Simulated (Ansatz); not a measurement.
Given:

```
CELL_PARAMETERS angstrom
      0.00000     2.74197     2.67301
      2.74197     0.00000     2.67301
      2.74197     2.74197     0.00000
ATOMIC_POSITIONS crystal
  Ga 0.00000 0.00000 0.00000
  P  0.25000 0.25000 0.25000
```

These are r2SCAN with spin-orbit coupling, rigid bands (plane waves, PAW; Ansatz, an electronic-structure program) values and carry that method's errors. Condition of this run: uniaxial stress zz = 2 GPa (compression positive) (the target of the relaxation). How the cell was made: cell and atoms relaxed with r2SCAN, then loaded as said.

### Question
Predict the hole conductivity mass (n e² τ/σ) at 300 K, by direction if it differs.

### Answer
0.43 (x), 0.43 (y), 0.31 (z) mₑ.

### Question
Predict the electron conductivity mass (n e² τ/σ) at 300 K, by direction if it differs.

### Answer
0.24 (x), 0.24 (y), 1.05 (z) mₑ.

### Question
And the band gap?

### Answer
1.57 eV at this level; semilocal functionals usually fall short of the measured gap.

Rigid bands, one relaxation time for all states, no polarons.
